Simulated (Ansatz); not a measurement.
The starting structures come from a database of crystals and need not be the phases stable at ambient conditions.

The decay constant κ of evanescent states in the gap governs leakage through a thin film.

```yaml
crystal:
  lattice:
    - [6.08560, 0.00000, 0.00000]
    - [-2.25746, 8.16254, 0.00000]
    - [0.00000, 4.38849, 4.06969]
  atoms:
    - { symbol: P, position: [0.61582, 0.85720, 0.77255] }
    - { symbol: P, position: [0.38418, 0.14280, 0.22745] }
    - { symbol: P, position: [0.88418, 0.14280, 0.98695] }
    - { symbol: P, position: [0.11582, 0.85720, 0.01305] }
    - { symbol: Os, position: [0.70937, 0.73695, 0.25081] }
    - { symbol: Os, position: [0.29063, 0.26305, 0.74919] }
    - { symbol: Os, position: [0.79063, 0.26305, 0.22471] }
    - { symbol: Os, position: [0.20937, 0.73695, 0.77529] }
    - { symbol: Se, position: [0.80618, 0.66468, 0.70982] }
    - { symbol: Se, position: [0.19382, 0.33532, 0.29018] }
    - { symbol: Se, position: [0.69382, 0.33532, 0.53918] }
    - { symbol: Se, position: [0.30618, 0.66468, 0.46082] }
```

Space group of this cell: P2_1/c. The cell is taken as given; by r2SCAN its mean pressure is -3.1 GPa.

Transport runs along the normal of the first two printed cell vectors.

The gap is the functional's own. No spin-orbit coupling. Mid-gap values are interpolated on the energy grid.

Question: State the band gap and the smallest decay constant κ at mid-gap according to r2SCAN in Ansatz (a quantum-chemistry and plane-wave program).

Answer: Gap 0.62 eV on a 6×8×8 mesh; κ = 0.171 1/Å, at (0.000, 0.500) of the in-plane reciprocal vectors. At the zone centre, at the nearest computed energy, the slowest state has κ = 0.22 1/Å.
